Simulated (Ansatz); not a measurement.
Worked example: zone-centre phonon calculation of LaC2 (I4/mmm, 3 atoms in the cell) in Ansatz (a quantum-chemistry and plane-wave program).

Level of theory: LDA (PW92), default PAW files made with PBE (plane waves; Ansatz).

```
LaC2
1.0
   -1.97717     1.97717     3.28824
    1.97717    -1.97717     3.28824
    1.97717     1.97717    -3.28824
La C
1 2
Direct
  0.00000   0.00000   0.00000
  0.40186   0.40186   0.00000
  0.59814   0.59814   0.00000
```

Reference input (self-consistent single point, DFT, PBEsol, plane waves, default PAW files made with PBE): kpoints.mp_grid.grid = 14 14 14; hamiltonian.xc = pbesol; hamiltonian.pseudopotentials = {kind: paw} (the program's default PAW files); scf.occupations.method = fermi_dirac; scf.occupations.width = 0.0073 Ry. This run's input differs from it in these lines:

Ansatz 0.2 input:
```diff
@@ -12,3 +12,3 @@
 hamiltonian:
-  xc: pbesol
+  xc: lda
   pseudopotentials: { kind: paw }
@@ -16,6 +16,4 @@
   occupations: { method: fermi_dirac, width: 0.0073 Ry }
-output:
-  forces: true
-  eigenvalues: true
-  stress: true
+phonons:
+  method: dfpt
```

Output (repeated stretches shortened):

```
SCF iter   1: F=—  HF=-6562.391142 eV  |F-HF|=—  |Δ(HF+E_count)|=         —  Δρ=5.52e-3  dr2=1.39e-2  ethr=1.77e-3  ⟨swp⟩=4.2  Hψ=27744  notcnv=0
all-band conjugate gradients solve this SCF's bands
preconditioner: auto → Kerker (q_TF=auto, 2.311 Å⁻¹)
SCF iter   2: F=—  HF=-6562.387022 eV  |F-HF|=—  |Δ(HF+E_count)|=   4.12e-3  Δρ=2.84e-3  dr2=3.02e-3  ethr=7.33e-5  ⟨swp⟩=2.0  Hψ=15389  notcnv=0
   [... lines left out ...]
SCF iter   5: F=—  HF=-6562.386200 eV  |F-HF|=—  |Δ(HF+E_count)|=   4.91e-7  Δρ=2.71e-5  dr2=3.30e-7  ethr=6.01e-8  ⟨swp⟩=2.3  Hψ=10364  notcnv=0
SCF iter   6: F=—  HF=-6562.386200 eV  |F-HF|=—  |Δ(HF+E_count)|=   4.18e-7  Δρ=4.32e-6  dr2=9.91e-9  ethr=1.74e-9  ⟨swp⟩=2.2  Hψ=8049  notcnv=0
SCF iter   7: F=—  HF=-6562.386200 eV  |F-HF|=—  |Δ(HF+E_count)|=   1.54e-9  Δρ=7.96e-7  dr2=2.09e-10  ethr=5.22e-11  ⟨swp⟩=2.1  Hψ=8864  notcnv=0
SCF iter   8: F=-6562.386200 eV  HF=-6562.386200 eV  |F-HF|=0.00e0  |Δ(HF+E_count)|=  8.19e-12  Δρ=1.22e-7  dr2=8.03e-12  ethr=1.00e-12  ⟨swp⟩=5.5  Hψ=36231  notcnv=0
SCF 1 converged in 8 iterations: F = -6562.386200 eV  dr2 = 8.03e-12
DFPT response loops at Γ: preconditioner auto → Kerker (q_TF=auto, 2.311 Å⁻¹) (partly filled bands, converged f_vac=0.000) …
Free energy (F): -6562.386200 eV
Internal energy: -6562.352231 eV  (E = F + TS)
E sigma→0 (E₀):  -6562.369215 eV
Entropy (-TS):   -0.033970 eV (-11.323 meV/atom)
Fermi energy:    10.010802 eV
--- Phonons (Γ-DFPT): 4 representative perturbations + reference, on 428 of 2744 k-points (Σ response iterations 12) ---
  k mesh reduced under 4 symmetry operations, with k and −k counted as one. Each operation leaves every solved displacement unchanged or reverses it
  ASR residual: 1.045e-4 → 0.000e0 eV/Å²; symmetrization residual: 5.954e-7 eV/Å²
  ASR residual per site (eV/Å²): 7.30e-5 1.05e-4 1.05e-4
  Γ frequencies (cm⁻¹): 0.00 0.00 0.00 264.16 264.16 316.36 351.23 351.23 1654.14
  non-analytic LO–TO correction: not included (Born effective charges unavailable; polar crystals: no LO–TO splitting at Γ)
```

The run converged in 8 iterations. 

Summary of the result:
- Free energy E − TS (on the zero of these files): -6562.3862 eV
- Fermi level (on the code's own zero): 10.01 eV
- Zone-centre frequencies (cm⁻¹; negative means imaginary): 0, 0, 0, 264, 264, 316, 351, 351, 1654

The starting cell comes from a database of computed structures (which also holds hypothetical and non-ambient phases and stackings), without a prior relaxation at this level. Its lattice was rescaled by a random factor within 2.5 % of one.

Cost on one core of a shared machine: roughly 2 min.
